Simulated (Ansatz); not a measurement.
fcc Pt (0 0 1) on tetragonal BaTiO3 (0 0 1) (film strained to the substrate, started from cuts of the bulks and a machine-learned relaxation; slabs Ba4Ti4O12 and Pt12, which can lie off the formulas)

A periodic stack without vacuum, fcc Pt (0 0 1) on tetragonal BaTiO3 (0 0 1) (film strained to the substrate, started from cuts of the bulks and a machine-learned relaxation; slabs Ba4Ti4O12 and Pt12, which can lie off the formulas): substrate slab Ba4Ti4O12, film Pt12, surface cells [[0, 1], [-1, 0]] and [[0, -1], [2, 1]], film strained by +0.4 and +0.4 %, outermost planes OTi/BaO and Pt/Pt as cut, which need not be the usual terminations and can put a slab off its formula.

The start was prepared with a machine-learned potential, and the result is one local minimum, with the in-plane cell held and forces under 0.04 eV/Å; the film can end far from its bulk form.

Level of theory: PBE (plane waves to 420 eV, PAW; Ansatz, an electronic-structure program). No spin–orbit coupling; the runs are not spin-polarised; PBE gaps are too small against experiment. Its k-point mesh 8×8×1, Fermi–Dirac width 0.05 eV.

```
Property                                                                                   Result
--------------------------------------------------------------------------------  ---------------
interface area                                                                            15.9 Å²
period                                                                                    29.98 Å
heights between the nearest atoms of the two slabs at the two interfaces          3.06 and 2.11 Å
Pt–Ti contacts across the interfaces within 1.22 times the sum of covalent radii   4, mean 2.98 Å
Ba–Pt contacts across the interfaces within 1.22 times the sum of covalent radii   4, mean 3.65 Å
O–Pt contacts across the interfaces within 1.22 times the sum of covalent radii    2, mean 2.11 Å
```

```xyz
32
Lattice="3.9857 0.0001 -0.0055 0.0000 3.9855 0.0441 1.9510 -0.3283 29.9769" Properties=species:S:1:pos:R:3 pbc="T T T"
Ba     3.7337     0.2823     3.3175
Ti     1.7340     2.3011     1.2534
O      1.7369     2.2817     3.0761
O      1.7454     0.3040     1.1184
O      3.7348     2.2933     1.1377
Ba     3.7595     0.2130     7.5513
Ti     1.7912     2.2049     5.5136
O      1.7579     2.2205     7.3169
O      1.7249     0.2881     5.2678
O      3.7081     2.2722     5.2874
Ba     3.7288     0.1842    11.7950
Ti     1.7136     2.2088     9.7543
O      1.7582     2.1703    11.5562
O      1.7888     0.1827     9.5072
O      3.7894     2.1789     9.5259
Ba     3.7011     0.1521    16.0772
Ti     1.7079     2.1695    14.0010
O      1.7495     2.1296    15.7819
O      1.7660     0.1464    13.7679
O      3.7623     2.1421    13.7868
Pt     5.6658     2.0839    21.0880
Pt     3.6734     0.0908    21.0787
Pt     3.6718     2.1049    19.1602
Pt     1.6787     0.1120    19.1411
Pt     5.6696     2.0412    25.0168
Pt     3.6767     0.0483    24.9960
Pt     3.6743     2.0624    23.0539
Pt     5.6676     0.0697    23.0331
Pt     5.6800     1.9868    29.0069
Pt     3.6896    -0.0043    28.9892
Pt     3.6805     2.0179    26.9903
Pt     5.6732     0.0253    26.9648
```
